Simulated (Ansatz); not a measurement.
**K2SnBr6 under a change: isotropic strain +2.37 %**

Consider K2SnBr6 (space group Fm-3m, No. 225; a = 10.528 Å; a cell from a computed database, its experimental status unchecked).

One thing is altered: an isotropic linear strain of +2.37 %; the atoms relax in the strained cell.

Calculations: Kohn–Sham DFT with the PBEsol functional, run in Ansatz (a program for electronic structure) with PAW and 420 eV plane waves, no spin-orbit coupling, earlier PAW set. k-mesh 6×6×6 (Γ-centred); smearing 0.05 eV (Fermi–Dirac).

The volume per atom rises by 2.36 Å³ (32.41 Å³ → 34.77 Å³) and the shortest interatomic distance increases by 0.010 Å, from 2.611 Å to 2.621 Å. The energy rises by 6.1 meV/atom and the pressure goes from zero to -7.3 kbar. The band gap goes up by 0.20 eV, from 1.04 eV to 1.24 eV and the gap character is still direct at Γ. The mean gap deformation potential ΔEg/Δln V is +2.8 eV and the width of the top valence band shrinks by 0.06 eV, from 0.39 eV to 0.33 eV. The electron mass becomes 0.34 mₑ (at Γ) (base: 0.28 mₑ (at Γ)) and the largest internal atomic displacement comes out as 0.052 Å.

Cost of the whole job for the changed cell (relaxation, final SCF and bands): about 100 core-seconds (a rough figure).

Effective masses come from finite differences of ±0.01 Å⁻¹. No phonon test of stability was made.
